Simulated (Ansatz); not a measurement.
Fe on the Al site (Fe_Al) in metastable zinc-blende AlN: one set of geometries, relaxed with PBE, evaluated in Ansatz (PAW, plane waves to 420 eV, 500 eV under r2SCAN) with PBE, r2SCAN.

Details: 64-site cell; 2×2×2 shifted k-points; start: the Al site; charged states image-corrected; no Hubbard U; not converged in cell size.

| quantity | PBE | r2SCAN |
|---|---|---|
| host gap (eV) | 3.31 | ___ |
| ε(+1/0) above the VBM (eV) | 0.63 | ___ |
| ε(0/−1) above the VBM (eV) | 2.81 | ___ |
| largest moment on one atom at charge +1 (μB) | 2.81 | ___ |
| neutral formation energy against fcc Al, bcc Fe, ferromagnetic (eV) | 3.75 | ___ |
| largest moment on one atom at charge 0 (μB) | 3.38 | ___ |
| largest moment on one atom at charge −1 (μB) | 2.89 | ___ |

### Question
Given the lower rungs, what does r2SCAN give?

### Answer

- host gap (eV), r2SCAN: 3.92
- ε(+1/0) above the VBM (eV), r2SCAN: 0.45
- ε(0/−1) above the VBM (eV), r2SCAN: 3.21
- largest moment on one atom at charge +1 (μB), r2SCAN: 3.08
- neutral formation energy against fcc Al, bcc Fe, ferromagnetic (eV), r2SCAN: 3.45
- largest moment on one atom at charge 0 (μB), r2SCAN: 3.58
- largest moment on one atom at charge −1 (μB), r2SCAN: 3.06

Ansatz is a quantum-chemistry and plane-wave program.
